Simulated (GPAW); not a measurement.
## GPAW run on GaPt (P2_13, 8 atoms in the cell): self-consistent single point

Level of theory: PBEsol, GPAW PAW datasets PBEsol (made by gpaw-setup) (plane waves; GPAW).

Input:

```python
from ase import Atoms
from ase.units import GPa
from gpaw import GPAW, PW

atoms = Atoms(['Ga', 'Ga', 'Ga', 'Ga', 'Pt', 'Pt', 'Pt', 'Pt'],
              cell=[[4.899229, 0.000000, 0.000000],
                    [0.000000, 4.899229, 0.000000],
                    [0.000000, 0.000000, 4.899229]],
              scaled_positions=[[0.092980, 0.092980, 0.092980],
                                [0.407020, 0.907020, 0.592980],
                                [0.592980, 0.407020, 0.907020],
                                [0.907020, 0.592980, 0.407020],
                                [0.399430, 0.399430, 0.399430],
                                [0.100570, 0.600570, 0.899430],
                                [0.899430, 0.100570, 0.600570],
                                [0.600570, 0.899430, 0.100570]],
              pbc=True)

calc = GPAW(mode=PW(600),
            xc='PBEsol',
            kpts=(5, 5, 5),
            occupations={'name': 'methfessel-paxton', 'width': 0.2, 'order': 0},
            nbands=-12,
            symmetry={'symmorphic': False, 'tolerance': 0.0005},
            maxiter=120)

atoms.calc = calc

energy = atoms.get_potential_energy()
print('Energy (eV):', round(energy, 6))
forces = atoms.get_forces()
print('Forces (eV/Ang):')
print(forces.round(5))
stress = atoms.get_stress()
print('Stress (GPa, Voigt):', (stress / GPa).round(4))
```

Log, with long lists cut:

```
Input parameters:
  kpts: [5 5 5]
  maxiter: 120
  mode: {ecut: 600.0,
         name: pw}
  nbands: -12
  occupations: {name: methfessel-paxton,
                order: 0,
                width: 0.2}
  symmetry: {symmorphic: False,
             tolerance: 0.0005}
  xc: PBEsol

species:
  Ga:
    name: Gallium
    Z: 31.0
    valence: 3
    core: 28
    charge: 0.0
    file: Ga.PBEsol.gz

    # Using partial waves for Ga as LCAO basis

  Pt:
    name: Platinum
    Z: 78.0
    valence: 16
    core: 62
    charge: 0.0
    file: Pt.PBEsol.gz

    # Using partial waves for Pt as LCAO basis

Reference energy: -2212320.105579  # eV

Spin-paired calculation

Convergence criteria:
 Maximum [total energy] change in last 3 cyles: 0.0005 eV / valence electron
 Maximum integral of absolute [dens]ity change: 0.0001 electrons / valence electron
 Maximum integral of absolute [eigenst]ate change: 4e-08 eV^2 / valence electron
 Maximum number of scf [iter]ations: 120

Symmetries present (total): 12
Symmetries with fractional translations: 9
125 k-points: 5 x 5 x 5 Monkhorst-Pack grid
11 k-points in the irreducible part of the Brillouin zone
       k-points in crystal coordinates                weights
   0:     0.00000000    0.00000000    0.00000000          1/125
   1:     0.20000000    0.00000000    0.00000000          6/125
   2:     0.20000000    0.20000000    0.00000000         12/125
   [... 8 lines left out ...]

Wave functions: Plane wave expansion
  Cutoff energy: 600.000 eV
  Number of coefficients (min, max): 3887, 3950
  Pulay-stress correction: 0.000000 eV/Ang^3 (de/decut=0.000000)

Occupation numbers: Methfessel-Paxton:
  width: 0.2000  # eV
  order: 0

Eigensolver

Densities:
  Coarse grid: 28*28*28 grid
  Fine grid: 56*56*56 grid
  Total Charge: 0.000000

Density mixing:
  Method: separate
  Backend: pulay
  Linear mixing parameter: 0.05
  old densities: 5
  Damping of long wavelength oscillations: 50

Hamiltonian:
  XC and Coulomb potentials evaluated on a 56*56*56 grid
  External potential:
    NoExternalPotential

XC parameters: PBEsol with 2 nearest neighbor stencil

Number of atoms: 8
Number of atomic orbitals: 64
Number of bands in calculation: 50
Number of valence electrons: 76
Bands to converge: occupied

Density initialized from atomic densities
  50 bands from LCAO basis set

Atomic positions and initial magnetic moments

Positions:
   0 Ga     0.455530    0.455530    0.455530    ( 0.0000,  0.0000,  0.0000)
   1 Ga     1.994084    4.443699    2.905145    ( 0.0000,  0.0000,  0.0000)
   2 Ga     2.905145    1.994084    4.443699    ( 0.0000,  0.0000,  0.0000)
   3 Ga     4.443699    2.905145    1.994084    ( 0.0000,  0.0000,  0.0000)
   4 Pt     1.956899    1.956899    1.956899    ( 0.0000,  0.0000,  0.0000)
   5 Pt     0.492715    2.942330    4.406514    ( 0.0000,  0.0000,  0.0000)
   6 Pt     4.406514    0.492715    2.942330    ( 0.0000,  0.0000,  0.0000)
   7 Pt     2.942330    4.406514    0.492715    ( 0.0000,  0.0000,  0.0000)

Unit cell:
           periodic     x           y           z      points  spacing
  1. axis:    yes    4.899229    0.000000    0.000000    28     0.1750
  2. axis:    yes    0.000000    4.899229    0.000000    28     0.1750
  3. axis:    yes    0.000000    0.000000    4.899229    28     0.1750

  Lengths:   4.899229   4.899229   4.899229
  Angles:   90.000000  90.000000  90.000000

Effective grid spacing dv^(1/3) = 0.1750

     iter     time        total  log10-change:
                         energy   eigst   dens
iter:   1 --:--:--   -49.991044
iter:   2 --:--:--   -49.593597   -1.27  -1.26
iter:   3 --:--:--   -48.365829   -1.00  -1.27
iter:   4 --:--:--   -48.215923   -1.96  -1.59
iter:   5 --:--:--   -48.029422   -2.29  -1.51
iter:   6 --:--:--   -48.209991   -1.97  -2.18
iter:   7 --:--:--   -48.084000   -3.20  -1.97
iter:   8 --:--:--   -48.018084   -2.76  -2.16
iter:   9 --:--:--   -48.014165   -3.25  -2.67
iter:  10 --:--:--   -48.017036c  -3.82  -2.93
iter:  11 --:--:--   -48.014231c  -3.99  -2.89
iter:  12 --:--:--   -48.014214c  -6.12  -3.57
iter:  13 --:--:--   -48.014308c  -5.20  -3.69
iter:  14 --:--:--   -48.014221c  -5.91  -3.63
iter:  15 --:--:--   -48.014215c  -6.68  -3.91
iter:  16 --:--:--   -48.014213c  -7.14  -3.93
iter:  17 --:--:--   -48.014213c  -6.71  -4.12c
iter:  18 --:--:--   -48.014212c  -7.77c -4.15c

Converged after 18 iterations.

Dipole moment: (-0.000000, 0.000000, 0.000000) |e|*Ang

Energy contributions relative to reference atoms: (reference = -2212320.105579)

Kinetic:        +43.293966
Potential:      -36.814763
External:        +0.000000
XC:             -52.287054
Entropy (-ST):   -0.036614
Local:           -2.188054
SIC:             +0.000000
--------------------------
Free energy:    -48.032519
Extrapolated:   -48.014212

Showing only first 2 kpts
 Kpt  Band  Eigenvalues  Occupancy
  0    36     10.36735    1.87324
  0    37     10.36735    1.87324
  0    38     10.36735    1.87324
  0    39     13.83983    0.00000

  1    36     10.15749    1.99740
  1    37     10.17142    1.99641
  1    38     11.87553    0.00000
  1    39     12.80863    0.00000

Fermi level: 10.58330

No gap
No difference between direct/indirect transitions
Energy (eV): -48.014212

Forces in eV/Ang:
  0 Ga    0.01669    0.01669    0.01669
  1 Ga   -0.01669   -0.01669    0.01669
  2 Ga    0.01669   -0.01669   -0.01669
  3 Ga   -0.01669    0.01669   -0.01669
  4 Pt   -0.03164   -0.03164   -0.03164
  5 Pt    0.03164    0.03164   -0.03164
  6 Pt   -0.03164    0.03164    0.03164
  7 Pt    0.03164   -0.03164    0.03164

Stress tensor:
    -0.006648     0.000000     0.000000
     0.000000    -0.006648     0.000000
     0.000000     0.000000    -0.006648
Stress (GPa, Voigt): [-1.0652 -1.0652 -1.0652  0.      0.      0.    ]
```

The run converged in 18 iterations. GPAW prints stress with tension positive.

The starting cell comes from a database of computed structures (which also holds hypothetical and non-ambient phases and stackings), without a prior relaxation at this level. Its lattice was rescaled by a random factor within 2.5 % of one. Spin-orbit coupling is off. Spin polarisation is off.

Cost on one core of a shared machine: roughly 90 s.
